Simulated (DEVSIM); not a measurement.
Device: Si/Ge p-n heterojunction, at 300 K.

```
layer (left to right)  material  thickness (μm)  Nd (cm⁻³)  Na (cm⁻³)  τn (s)  τp (s)
---------------------  --------  --------------  ---------  ---------  ------  ------
1                            Si           0.180          -     1.2e17  3.1e-7  3.1e-7
2                            Ge            3.90     1.9e18          -  3.1e-7  3.1e-7
```

Left contact: ohmic. Right contact: ohmic. Voltage is applied to the left contact. Recombination: SRH at mid-gap, radiative, Auger. Mobility is μmin + (μ − μmin)/(1 + (N/Nref)^α).

This is a model device: material constants are rounded textbook-type values typed into the input, and sizes, dopings and lifetimes were drawn at random. Values at 300 K.

| parameter | Si | Ge |
|---|---|---|
| gap (eV) | 1.124 | 0.664 |
| affinity (eV) | 4.05 | 4 |
| permittivity | 11.7 | 16 |
| Nc (cm⁻³) | 2.86e19 | 1.04e19 |
| Nv (cm⁻³) | 3.1e19 | 6e18 |
| μn (cm²/Vs) | 1417 | 3900 |
| μp (cm²/Vs) | 470 | 1900 |
| μn,min | 52 | 150 |
| μp,min | 45 | 100 |
| Nref,n | 9.7e16 | 2.6e17 |
| Nref,p | 2.2e17 | 4e17 |
| αn | 0.68 | 0.56 |
| αp | 0.72 | 0.6 |
| B (cm³/s) | 4.7e-15 | 6.4e-14 |
| Cn (cm⁶/s) | 2.8e-31 | 1e-31 |
| Cp (cm⁶/s) | 9.9e-32 | 1e-31 |

DEVSIM, 1D drift-diffusion, Boltzmann statistics, complete ionisation; no tunnelling, impact ionisation, image-force lowering or self-heating. Band offsets follow the typed affinities; no thermionic-emission limit at abrupt steps, no polarisation charge.

The thickness of layer 1 was swept, all else fixed.

```json
[
 {"thickness of layer 1 (μm)": "0.036", "dark forward voltage at 100 A/cm² (V)": "0.606", "largest field in the device at zero bias (V/cm)": "280000", "dark forward voltage at 1 A/cm² (V)": "0.475"},
 {"thickness of layer 1 (μm)": "0.063", "dark forward voltage at 100 A/cm² (V)": "0.639", "largest field in the device at zero bias (V/cm)": "220000", "dark forward voltage at 1 A/cm² (V)": "0.506"},
 {"thickness of layer 1 (μm)": "0.11", "dark forward voltage at 100 A/cm² (V)": "0.665", "largest field in the device at zero bias (V/cm)": "210000", "dark forward voltage at 1 A/cm² (V)": "0.540"},
 {"thickness of layer 1 (μm)": "0.18", "dark forward voltage at 100 A/cm² (V)": "0.676", "largest field in the device at zero bias (V/cm)": "210000", "dark forward voltage at 1 A/cm² (V)": "0.552"},
 {"thickness of layer 1 (μm)": "0.31", "dark forward voltage at 100 A/cm² (V)": "0.683", "largest field in the device at zero bias (V/cm)": "210000", "dark forward voltage at 1 A/cm² (V)": "0.558"},
 {"thickness of layer 1 (μm)": "0.54", "dark forward voltage at 100 A/cm² (V)": "0.688", "largest field in the device at zero bias (V/cm)": "210000", "dark forward voltage at 1 A/cm² (V)": "0.562"},
 {"thickness of layer 1 (μm)": "0.9", "dark forward voltage at 100 A/cm² (V)": "0.691", "largest field in the device at zero bias (V/cm)": "210000", "dark forward voltage at 1 A/cm² (V)": "0.564"}
]
```

From the first row to the last the dark forward voltage at 100 A/cm² goes from 0.606 to 0.691. From the first row to the last the largest field in the device at zero bias goes from 280000 to 210000.
